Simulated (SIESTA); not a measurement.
SIESTA run on MoIr (P-6m2, 2 atoms in the cell): self-consistent single point.

Method: LDA PW92, numerical atomic orbitals DZP, PseudoDojo LDA standard norm-conserving potentials (rewritten from UPF to PSML) run with SIESTA.

The change in words: lattice scaled by 0.98. Reference geometry:
```
MoIr
1.0
    2.79205     0.00000     0.00000
   -1.39603     2.41799     0.00000
    0.00000     0.00000     4.46992
Mo Ir
1 1
Cartesian
  0.00000   0.00000   0.00000
  0.00000   1.61199   2.23496
```

Reference input (self-consistent single point, DFT, LDA PW92, numerical atomic orbitals DZP, PseudoDojo LDA standard norm-conserving potentials (rewritten from UPF to PSML)): XC.functional = LDA; XC.authors = PW92; potentials = PseudoDojo LDA standard; PAO.BasisSize = DZP; PAO.EnergyShift = 0.01 Ry; MeshCutoff = 300 Ry; kgrid.MonkhorstPack = 18 18 10; OccupationFunction = FD; ElectronicTemperature = 580.23 K; MaxSCFIterations = 150; SCF.Mixer.Method = Broyden; SCF.Mixer.Weight = 0.25. This run's input differs from it in these lines:

```diff
@@ -12,5 +12,5 @@
 %block LatticeVectors
-     5.276209826    0.000000000    0.000000000
-    -2.638104913    4.569331313    0.000000000
-     0.000000000    0.000000000    8.446924599
+     5.170685630    0.000000000    0.000000000
+    -2.585341870    4.477944158    0.000000000
+     0.000000000    0.000000000    8.277986863
 %endblock LatticeVectors
```

The program printed (abridged):

```
        iscf     Eharris(eV)        E_KS(eV)     FreeEng(eV)     dDmax    Ef(eV) dHmax(eV)
   scf:    1    -5002.977797    -5028.007508    -5028.019214  1.037103 -1.018262 22.398885
   scf:    2    -4992.432523    -5029.765189    -5029.777409  0.905794 -1.632524 16.201007
   scf:    3    -5041.672141    -5041.052402    -5041.064284  0.429121 -1.838538  3.999659
   scf:    4    -5041.913937    -5041.660891    -5041.674345  0.251085 -2.627729  0.420122
   scf:    5    -5041.671242    -5041.669308    -5041.682326  0.027876 -2.547684  0.190229
   [... 3 lines left out ...]
   scf:    9    -5041.670196    -5041.670194    -5041.683205  0.000411 -2.570419  0.001140
   scf:   10    -5041.670193    -5041.670194    -5041.683205  0.000059 -2.570459  0.000367
   scf:   11    -5041.670193    -5041.670193    -5041.683205  0.000016 -2.570523  0.000349
   scf:   12    -5041.670193    -5041.670193    -5041.683205  0.000009 -2.570566  0.000273
SCF Convergence by DM+H criterion
max |DM_out - DM_in|         :     0.0000093988
max |H_out - H_in|      (eV) :     0.0002730655
SCF cycle converged after 12 iterations

Using DM_out to compute the final energy and forces

siesta: E_KS(eV) =            -5041.6702

siesta: E_KS - E_eggbox =     -5041.6702

siesta: Atomic forces (eV/Ang):
     1   -0.000010    0.000004    0.000000
     2    0.000005   -0.000002   -0.000000
   Tot   -0.000005    0.000002   -0.000000
   Max    0.000010
   Res    0.000005    sqrt( Sum f_i^2 / 3N )
   Max    0.000010    constrained

Stress tensor Voigt[x,y,z,yz,xz,xy] (kbar):       -1.31       -1.31      -41.18       -0.00       -0.00        0.00
(Free)E + p*V (eV/cell)    -5041.4244
Target enthalpy (eV/cell)    -5041.6832

siesta: Program's energy decomposition (eV):
siesta: FreeEng =     -5041.683205

   [... lines left out ...]
siesta: Cell volume =         28.402393 Ang**3
siesta:          14.59816601         14.59826077  kBar
   [... lines left out ...]
               5dz2    5dxz    5dx2-y2
   2 16.541   1.918   0.960  -0.318   1.978   1.963   1.978   0.238   0.275
              0.238   1.464   1.578   1.489   1.578   1.464  -0.040  -0.051

             -0.080  -0.051  -0.040

mulliken: Qtot =       31.000

Mulliken Atomic Populations:
Atom #   charge [q] valence [e]  Species
     1    -0.459116   14.459116  Mo
     2     0.459116   16.540884  Ir
 Total     0.000000
```

The run converged in 12 iterations. Against the reference run the free energy drops by 50.8 meV/atom and the pressure goes from -18.45 to 1.46 GPa.

The starting cell comes from a database of computed structures (which also holds hypothetical and non-ambient phases and stackings), without a prior relaxation at this level. For this run, on top of that: lattice scaled by 0.98. Spin polarisation is off. Values carry the incompleteness of an atom-centred basis.

Cost on one core of a shared machine: roughly 70 s.
